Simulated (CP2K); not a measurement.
## CP2K run on a (110) slab of Sb (cut from a parent of space group no. 229; 2 atoms in the cell): self-consistent single point

Method of the run: LDA (Pade form), GPW, DZVP-MOLOPT-SR-GTH basis, GTH-PADE potentials (GTH_POTENTIALS) (CP2K 2026.2).

The input file:

```
&GLOBAL
  PROJECT sb
  RUN_TYPE ENERGY_FORCE
  PRINT_LEVEL LOW
&END GLOBAL
&FORCE_EVAL
  METHOD Quickstep
  STRESS_TENSOR ANALYTICAL
  &DFT
    BASIS_SET_FILE_NAME BASIS_MOLOPT
    POTENTIAL_FILE_NAME GTH_POTENTIALS
    &QS
      METHOD GPW
      EPS_DEFAULT 1E-11
    &END QS
    &MGRID
      CUTOFF 400
      REL_CUTOFF 40
      NGRIDS 4
    &END MGRID
    &SCF
      SCF_GUESS ATOMIC
      EPS_SCF 1E-6
      MAX_SCF 100
      ADDED_MOS 4
      &DIAGONALIZATION
        ALGORITHM STANDARD
      &END DIAGONALIZATION
      &MIXING
        METHOD BROYDEN_MIXING
        ALPHA 0.3
        NBUFFER 10
        BETA 1
      &END MIXING
      &SMEAR ON
        METHOD GAUSSIAN
        SIGMA [eV] 0.1
      &END SMEAR
    &END SCF
    &KPOINTS
      SCHEME MONKHORST-PACK 8 8 1
      GAMMA_CENTERED T
    &END KPOINTS
    &XC
      &XC_FUNCTIONAL PADE
      &END XC_FUNCTIONAL
    &END XC
    &PRINT
      &MO
        EIGENVALUES T
        OCCUPATION_NUMBERS T
        NDIGITS 8
        FILENAME mo
        &EACH
          QS_SCF 0
        &END EACH
        ADD_LAST NUMERIC
      &END MO
      &MULLIKEN OFF
      &END MULLIKEN
    &END PRINT
  &END DFT
  &SUBSYS
    &CELL
      A 3.22504900 0.00000000 0.00000000
      B -4.30006600 3.04060600 0.00000000
      C 0.00000000 0.00000000 16.63329500
      PERIODIC XYZ
    &END CELL
    &COORD
      Sb      -1.07501650     0.76015150     7.00000577
      Sb      -3.22504950     2.28045450     9.63328923
    &END COORD
    &KIND Sb
      BASIS_SET DZVP-MOLOPT-SR-GTH-q5
      POTENTIAL GTH-PADE-q5
    &END KIND
  &END SUBSYS
  &PRINT
    &FORCES ON
    &END FORCES
    &STRESS_TENSOR ON
    &END STRESS_TENSOR
  &END PRINT
&END FORCE_EVAL
```

Output (repeated stretches shortened):

```
 GLOBAL| Method name                                                        CP2K
 GLOBAL| Project name                                                         sb
 GLOBAL| Run type                                                   ENERGY_FORCE

 TOTAL NUMBERS AND MAXIMUM NUMBERS

  Total number of            - Atomic kinds:                                   1
                             - Atoms:                                          2
                             - Shell sets:                                     2
                             - Shells:                                        10
                             - Primitive Cartesian functions:                 10
                             - Cartesian basis functions:                     28
                             - Spherical basis functions:                     26

  Maximum angular momentum of- Orbital basis functions:                        2
                             - Local part of the GTH pseudopotential:          0
                             - Non-local part of the GTH pseudopotential:      4

 SCF PARAMETERS         Density guess:                                    ATOMIC
                        max_scf:                                             100
                        max_diis:                                              4
                        eps_scf:                                        1.00E-06
                        eps_diis:                                       1.00E-01
                        eps_eigval:                                     1.00E-05
                        level_shift [a.u.]:                             0.000000
                        added MOs                                         4    0
                        Mixing method:                            BROYDEN_MIXING
                                                charge density mixing in g-space
                        Smear method:                                   GAUSSIAN
                        Smearing width (sigma) [a.u.]:                  3.67E-03
                        Accuracy threshold:                             1.00E-10
                        No outer SCF

 Extrapolation method: initial_guess

 Number of electrons:                                                         10
 Number of occupied orbitals:                                                  5
 Number of molecular orbitals:                                                 9

 Number of orbital functions:                                                 26
 Number of independent orbital functions:                                     26

 SCF WAVEFUNCTION OPTIMIZATION

  Step     Update method      Time    Convergence         Total energy    Change
     1 NoMix/Diag. 0.30E+00      -     0.32447941       -11.2276938593 -1.12E+01
     2 Broy./Diag. 0.30E+00      -     0.00189091       -11.2847580785 -5.71E-02
     3 Broy./Diag. 0.30E+00      -     0.00671429       -11.1936390816  9.11E-02
     4 Broy./Diag. 0.30E+00      -     0.00031595       -11.1806259404  1.30E-02
     5 Broy./Diag. 0.30E+00      -     0.00067567       -11.1679185824  1.27E-02
     6 Broy./Diag. 0.30E+00      -     0.00006633       -11.1665775769  1.34E-03
     7 Broy./Diag. 0.30E+00      -     0.00018298       -11.1662412895  3.36E-04
   [... 5 lines left out ...]
    13 Broy./Diag. 0.30E+00      -     0.00000289       -11.1674111221  8.02E-07
    14 Broy./Diag. 0.30E+00      -     0.00000493       -11.1674399542 -2.88E-05
    15 Broy./Diag. 0.30E+00      -     0.00000185       -11.1674491054 -9.15E-06
    16 Broy./Diag. 0.30E+00      -     0.00000480       -11.1674480387  1.07E-06
    17 Broy./Diag. 0.30E+00      -     0.00000065       -11.1674501307 -2.09E-06

  *** SCF run converged in    17 steps ***

  Electronic density on regular grids:        -10.0000000000       -0.0000000000
  Core density on regular grids:                9.9999999996       -0.0000000004
  Total charge density on r-space grids:       -0.0000000004
  Total charge density g-space grids:          -0.0000000004

  Overlap energy of the core charge distribution:               0.00000000000687
  Self energy of the core charge distribution:                -23.90633828592188
  Core Hamiltonian energy:                                      4.79970403849786
  Hartree energy:                                              10.67660408518065
  Exchange-correlation energy:                                 -2.73692055522228
  Smearing free energy correction:                             -0.00049941145367
  Fermi energy:                                                -0.02947572677726

  Total energy:                                               -11.16745013073148
  Total energy (extrapolated to sigma->0):                    -11.16720042500465

 ENERGY| Total FORCE_EVAL ( QS ) energy [hartree]            -11.167448125759025

 FORCES| Atomic forces [hartree/bohr]
 FORCES|   Atom     x               y               z               |f|
 FORCES|      1  4.74487679E-11 -2.96649734E-11  1.11843613E-02   1.11843613E-02
 FORCES|      2 -4.74524385E-11  2.96569745E-11 -1.11843613E-02   1.11843613E-02
 FORCES| Sum    -3.67061490E-15 -7.99887291E-15  7.80486786E-14
 FORCES| Total atomic force                                       7.85433105E-14

 STRESS| Analytical stress tensor [bar]
 STRESS|                        x                   y                   z
 STRESS|      x       -8.78110994151E+03  -6.62877217570E+03   8.34899995191E-07
 STRESS|      y       -6.62877217570E+03  -1.34683593271E+04  -5.72134933302E-07
 STRESS|      z        8.34899995191E-07  -5.72134933302E-07  -1.48765209526E+04
 STRESS| 1/3 Trace                                            -1.23753300737E+04
```

The run converged in 17 iterations.

The starting cell comes from a database of computed structures (which also holds hypothetical and non-ambient phases and stackings), without a prior relaxation at this level. The slab is cut from that crystal, and its faces are unrelaxed. Its lattice was rescaled by up to half a per cent. Values carry the incompleteness of an atom-centred basis.
